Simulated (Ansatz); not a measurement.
Functionals compared on CH3 on the 1x1 (0001) surface of hcp Ti, one in a 2x2 cell, started at the site 'hollow Ti-Ti-Ti over Ti at depth 2.2 Å', in Ansatz (plane waves, PAW). The structure was relaxed with PBE; the other rows are single points on it, each with its references at the same level. Cutoff 420 eV (500 eV for r2SCAN).

Model: 20-atom slab, 6.8 Å thick at the start under the adsorbate (thin: gaps and levels are the slab's own), 6x6x1 mesh, Fermi-Dirac 0.1 eV, dipole correction, 8 atoms held, the rest relaxed; start symmetry kept, larger cells not searched; no spin, no spin-orbit, no U, no dispersion correction. At the end it is bonded to 3 Ti. In PBE it is, or lies within 0.03 eV of, the lowest of the starts that converged. These notes are the PBE run's. Adsorption energies are against CH4(g) − ½ H2(g). A negative adsorption energy means that the adsorbate is more stable on the surface than in its reference.

```json
[
 {"functional": "PBE", "adsorption energy (eV)": "-0.27", "work function of the top face (eV)": "3.55", "change of the work function (eV)": "-0.85", "rough cost of the single point": "–"},
 {"functional": "RPBE", "adsorption energy (eV)": "-0.05", "work function of the top face (eV)": "3.44", "change of the work function (eV)": "-0.85", "rough cost of the single point": "roughly 50 core-seconds"},
 {"functional": "r2SCAN", "adsorption energy (eV)": "-0.49", "work function of the top face (eV)": "3.54", "change of the work function (eV)": "-0.98", "rough cost of the single point": "about 2.1 core-minutes (a rough figure)"}
]
```

Ansatz is an electronic-structure program.
